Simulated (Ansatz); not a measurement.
## Short convergence ladders for TaN (P31m, 6 atoms in the cell)

```
TaN
1.0
    5.23454     0.00000     0.00000
   -2.61727     4.53325     0.00000
    0.00000     0.00000     2.92932
Ta N
3 3
Direct
  0.00000   0.00000   0.01707
  0.33333   0.66667   0.50000
  0.66667   0.33333   0.50000
  0.39239   0.00000   0.00000
  0.60761   0.60761   0.00000
  0.00000   0.39239   0.00000
```

Base method: PBEsol, default PAW files made with PBE (plane waves; Ansatz, a quantum-chemistry and plane-wave program).

Base settings: basis.ecutwfc = 420 eV; kpoints.mp_grid.grid = 5 5 8; hamiltonian.xc = pbesol; hamiltonian.pseudopotentials = {kind: paw} (the program's default PAW files); scf.occupations.method = fermi_dirac; scf.occupations.width = 0.1 eV.

The count of work is k-points × plane waves × bands × iterations; it is no time. Core times come from one kind of shared machine, to one figure; runs under 30 s give none.

**The cutoff for other potential files**

Level: DFT, PBEsol, plane waves, harder PAW files (source: ansatz) made with PBE.

In this ladder: hamiltonian.pseudopotentials = {kind: paw, source: ansatz}.

The second cell is the first with its lattice scaled by 0.98.

The mesh stays at the base's, so the ladder's end is converged at best in this setting alone.

The first pressure column holds Ansatz's estimate of the finite-basis (Pulay) stress, which hides part of the cutoff error; the other is without it.

Only quantities that move along the ladder and can be compared are tabulated.

| basis.ecutwfc | free energy less the last step's (meV/atom) | energy of the compressed cell less the first (meV/atom) | pressure (GPa) | pressure without the Pulay estimate (GPa) | largest difference of a force vector from the last step's (eV/Å) | count of work / last | core time / last (rough) |
|---|---|---|---|---|---|---|---|
| 390 eV | 647.82 | 3.14 | -9.22 | -42.00 | 0.059 | 0.12 | – |
| 480 eV | 185.42 | -0.31 | -9.54 | -21.36 | 0.002 | 0.15 | – |
| 610 eV | 25.54 | -2.08 | -9.96 | -12.26 | 0.000 | 0.21 | – |
| 740 eV | 2.75 | -2.09 | -9.95 | -10.27 | 0.000 | 0.28 | 0.4 |
| 870 eV | 0.72 | -2.12 | -9.96 | -9.97 | 0.000 | 0.39 | 0.4 |
| 1045 eV | 0.45 | -2.12 | -9.96 | -9.97 | 0.000 | 0.47 | 0.5 |
| 1305 eV | 0.14 | -2.13 | -9.96 | -9.97 | 0.000 | 0.65 | 0.7 |
| 1740 eV | 0.00 | -2.14 | -9.96 | -9.96 | 0.000 | 1.0 | 1 |

Coarsest basis.ecutwfc that holds the pressure without the Pulay estimate within 0.1 GPa of the last step, with all finer ones: 870 eV, at 0.39 of the last step's count of work and about 0.4 of the last step's time; the step before is off by 0.31 GPa.

Coarsest basis.ecutwfc that holds the free energy within 1 meV/atom of the last step, with all finer ones: 870 eV, at 0.39 of the last step's count of work and about 0.4 of the last step's time; the step before is off by 2.7 meV/atom.

Coarsest basis.ecutwfc that holds the forces within 0.02 eV/Å of the last step, with all finer ones: 480 eV, at 0.15 of the last step's count of work; the step before is off by 0.059 eV/Å.

The energy difference between the two cells stays within 1 meV/atom of the last step's from 610 eV on, the total only from 870 eV on: much of the error is common to both cells and cancels.

At the lowest cutoff the pressure without the Pulay estimate lies 32.0 GPa under the last step's, the usual sign of Pulay stress in an incomplete plane-wave basis.

**The relaxed cell against the cutoff**

On TaN (P-62m, 6 atoms in the cell): atoms on their sites.

In this ladder: relax = cell and atoms.

The mesh stays at the base's, so the ladder's end is converged at best in this setting alone.

Only quantities that move along the ladder and can be compared are tabulated.

```csv
basis.ecutwfc,relaxed volume (Å³/atom),relaxation steps,core time / last (rough)
210 eV,11.176,23,0.8
250 eV,11.159,14,0.6
295 eV,11.206,11,0.7
355 eV,11.218,8,0.6
420 eV,11.215,9,0.7
505 eV,11.215,7,0.7
630 eV,11.215,5,0.7
840 eV,11.214,5,1
```

Coarsest basis.ecutwfc that holds the relaxed volume within 0.011 Å³/atom of the last step, with all finer ones: 295 eV; the step before is off by 0.056 Å³/atom.

At the lowest cutoff the cell relaxes to a volume 0.3 % smaller than at the highest. Ansatz relaxes on a stress corrected for the finite basis.

On the base run: the starting cell comes from a database of computed structures (which also holds hypothetical and non-ambient phases and stackings), without a prior relaxation at this level. Its lattice was rescaled by up to half a per cent. One atom was moved a little off its site on purpose. Spin polarisation is off.

Keys are those of Ansatz 0.2.
